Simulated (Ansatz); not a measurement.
System: C11b MoSi2. Method: r²SCAN (PAW; Ansatz, an electronic-structure program).

The run printed, among other lines:

```
Crystal: 3 atoms, lattice volume = 40.342 Å³
Basis set: ecut = 560 eV, 1211 PW (Γ), exchange–correlation on 108×108×108 points (27 copies of the dense FFT grid, shifted against one another)
Bands: 15, of which v1, the nominal top of the filled ones, is band 11 counted from 1 (10 counted from 0)
Symmetry: 16 space group operations
Space group: I4/mmm (ITA 139), of the structure as read, at distance tolerance 3.4e-5 Å
k-points: 1063 of 13824
Functional: x = r2scan, c = r2scan; τ floored in thin density (d = 2e-4 eV/Å³)
SCF iter   1: F=—  HF=-6247.109558 eV  |F-HF|=—  |Δ(HF+E_count)|=         —  Δρ=7.85e-3  dr2=1.80e-2  dr2_τ=3.35e-2
SCF iter   2: F=—  HF=-6247.145715 eV  |F-HF|=—  |Δ(HF+E_count)|=   3.62e-2  Δρ=4.92e-3  dr2=7.25e-3  dr2_τ=1.47e-4
  ...
SCF iter   7: F=—  HF=-6247.145160 eV  |F-HF|=—  |Δ(HF+E_count)|=   1.02e-7  Δρ=8.19e-6  dr2=1.92e-8  dr2_τ=1.21e-9
SCF iter   8: F=-6247.145160 eV  HF=-6247.145160 eV  |F-HF|=6.37e-10  |Δ(HF+E_count)|=   5.28e-8  Δρ=1.03e-6  dr2=2.21e-10  dr2_τ=8.93e-12
SCF 1 converged in 8 iterations: F = -6247.145160 eV  dr2 = 2.21e-10
SCF converged after 8 iterations
Free energy (F): -6247.145160 eV
Internal energy: -6247.143473 eV  (E = F + TS)
E sigma→0 (E₀):  -6247.144317 eV
Fermi energy:    15.915212 eV
--- Forces (eV/Å), atoms counted from 1 ---
  atom   1  Si     0.00000000     0.00000000    -0.02355633
  atom   2  Si     0.00000000     0.00000000     0.02355633
  atom   3  Mo     0.00000000     0.00000000     0.00000000
--- Stress (GPa, compression-positive) ---
       -1.116436       0.000000       0.000000
        0.000000      -1.116436       0.000000
        0.000000       0.000000      -2.282159
  P = ⅓ Tr σ = -1.5050 GPa (-15.050 kbar)
```

Problem. Write an input file that produces this run.

Solution. This is not unique; one that fits is 
Ansatz 0.2 input:
```yaml
crystal:
  lattice:
    - [-1.6032, 1.6032, 3.9239]
    - [1.6032, -1.6032, 3.9239]
    - [1.6032, 1.6032, -3.9239]
  atoms:
    - { symbol: Si, position: [0.6647, 0.6647, 0.0] }
    - { symbol: Si, position: [0.3353, 0.3353, 0.0] }
    - { symbol: Mo, position: [0.0, 0.0, 0.0] }
basis:
  ecutwfc: 560
  ecutrho_ratio: 4
  xc_grid: 3
kpoints:
  mp_grid: { grid: [24, 24, 24] }
hamiltonian:
  xc: r2scan
  dispersion: none
  pseudopotentials: { kind: paw }
scf:
  occupations: { method: fermi_dirac, width: 0.05 }
  convergence: { dr2_threshold: 0.0000000003 }
output:
  forces: true
  stress: true
  eigenvalues: true
```

The PAW data were made under PBE.

Note: cell and atoms aren't relaxed at this level (largest force 0.02 eV/Å, pressure -1.5 GPa).
